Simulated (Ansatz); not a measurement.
# ZrO2: isotropic strain −2.13 %

The parent structure is ZrO₂ in the fluorite structure (space group Fm-3m, No. 225; a = 5.089 Å).

Now apply this change: an isotropic linear strain of −2.13 %, atoms relaxed at fixed cell.

Level of theory: r2SCAN/PAW in Ansatz (an electronic-structure program), no spin-orbit coupling. Γ-centred 11×11×11 mesh, Fermi–Dirac width 0.05 eV.

| quantity | base | changed | shift |
|---|---|---|---|
| volume per atom | 10.99 Å³ | 10.30 Å³ | -0.69 Å³ |
| space group | Fm-3m (No. 225) | Fm-3m (No. 225) | – |
| shortest interatomic distance | 2.204 Å | 2.157 Å | -0.047 Å |
| energy relative to the base (free energy F) | 0 meV/atom | +38 meV/atom | +38 meV/atom |
| pressure | 0.00 GPa | 18.98 GPa | +18.98 GPa |
| band gap | 3.89 eV | 4.08 eV | +0.197 eV |
| gap character | indirect, X → Γ | indirect, X → Γ | – |
| mean gap deformation potential ΔEg/Δln V | – | -3.1 eV | – |
| width of the top valence band | 1.67 eV | 1.72 eV | +0.05 eV |
| electron mass (degenerate bands, along [100]) | 0.53, 2.1 mₑ (at Γ) | 0.48, 1.9 mₑ (at Γ) | – |
| hole mass | – | 0.28 mₑ along k, 2.9 mₑ across (at X) | – |
| valley order (the lowest conduction-band minima on the path, energy above the VBM, named in the base's zone) | Γ 3.89 eV; X along ⟨100⟩ 4.29 eV; a point along ⟨110⟩, about 0.8 Å⁻¹ from Γ 4.29 eV; L along ⟨111⟩ 4.50 eV | Γ 4.08 eV; a point along ⟨110⟩, about 0.9 Å⁻¹ from Γ 4.53 eV; X along ⟨100⟩ 4.54 eV; L along ⟨111⟩ 4.77 eV | – |

Final structure:

```yaml
crystal:
  lattice:
    - [0.00000, 2.49047, 2.49047]
    - [2.49047, 0.00000, 2.49047]
    - [2.49047, 2.49047, 0.00000]
  atoms:
    - { symbol: Zr, position: [0.00000, 0.00000, 0.00000] }
    - { symbol: O, position: [0.25000, 0.25000, 0.25000] }
    - { symbol: O, position: [0.75000, 0.75000, 0.75000] }
```

Masses are band curvatures over ±0.01 Å⁻¹ around the edge. Along k means along the line from Γ to the band edge. Stability against distortions was not tested. This is not the structure that ZrO2 has at room temperature and ambient pressure.
